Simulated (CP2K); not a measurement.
Worked example: self-consistent single point of a (001) slab of Se (cut from a parent of space group no. 152; 3 atoms in the cell) in CP2K.

Method: LDA (Pade form), GPW, DZVP-MOLOPT-SR-GTH basis, GTH-PADE potentials (GTH_POTENTIALS) (CP2K).

The change in words: vacuum of 6 angstrom (first run: 14 Å); SURFACE_DIPOLE_CORRECTION: default → T. Reference geometry:
```xyz
3
Lattice="4.3831 0.0000 0.0000 -2.1916 3.7959 0.0000 0.0000 0.0000 17.3099" Properties=species:S:1:pos:R:3 pbc="T T T"
Se    -0.4931     0.8541     8.6549
Se     1.6985     2.9418    10.3099
Se     0.9862     0.0000     7.0000
```

Reference input (self-consistent single point, DFT LDA (Pade form), GPW, DZVP-MOLOPT-SR-GTH basis, GTH-PADE potentials (GTH_POTENTIALS)): CUTOFF = 400 Ry; REL_CUTOFF = 50 Ry; SMEAR/METHOD = FERMI_DIRAC; ELECTRONIC_TEMPERATURE = 116.05 K; KPOINTS/SCHEME = MONKHORST-PACK 3 3 1; XC_FUNCTIONAL = PADE; Se/BASIS_SET = DZVP-MOLOPT-SR-GTH; Se/POTENTIAL = GTH-PADE-q6; METHOD = GPW; EPS_DEFAULT = 1e-10; NGRIDS = 5; SCF_GUESS = ATOMIC. This run's input differs from it in these lines:

```diff
@@ -11,2 +11,4 @@
     POTENTIAL_FILE_NAME GTH_POTENTIALS
+    SURFACE_DIPOLE_CORRECTION T
+    SURF_DIP_DIR Z
     &QS
@@ -63,3 +65,3 @@
     &CELL
-      ABC 4.38311000 4.38311034 17.30991000
+      ABC 4.38311000 4.38311034 9.30989700
       ALPHA_BETA_GAMMA 90.00000000 90.00000000 119.99999744
@@ -69,5 +71,5 @@
       SCALED
-      Se       0.00000000     0.22500000     0.49999700
-      Se       0.77500000     0.77500000     0.59560700
-      Se       0.22500000     0.00000000     0.40439300
+      Se       1.00000000     0.22500000     0.49999400
+      Se       0.77500000     0.77500000     0.67776200
+      Se       0.22500000     0.00000000     0.32223800
     &END COORD
```

The program printed (abridged):

```
 SCF WAVEFUNCTION OPTIMIZATION

  Step     Update method      Time    Convergence         Total energy    Change

 *******************************************************************************
 *   ___                                                                       *
 *  /   \                                                                      *
 * [ABORT]                                                                     *
 *  \___/       Dipole correction needs more vacuum space above the surface    *
 *    |                                                                        *
   [... lines left out ...]
 * / \                                                    surface_dipole.F:207 *
 *******************************************************************************

 ===== Routine Calling Stack =====

            9 calc_dipsurf_potential
            8 qs_ks_build_kohn_sham_matrix
            7 rebuild_ks_matrix
            6 qs_ks_update_qs_env
            5 scf_env_do_scf_inner_loop
            4 scf_env_do_scf
            3 qs_energies
            2 qs_forces
            1 CP2K
Abort(1) on node 0 (rank 0 in comm 0): application called MPI_Abort(MPI_COMM_WORLD, 1) - process 0
```

The program stopped with an error. 

The starting cell has typed, rounded lattice constants, without a prior relaxation at this level. The slab is cut from that crystal, and its faces are unrelaxed. Its lattice was rescaled by up to half a per cent. Values carry the incompleteness of an atom-centred basis.
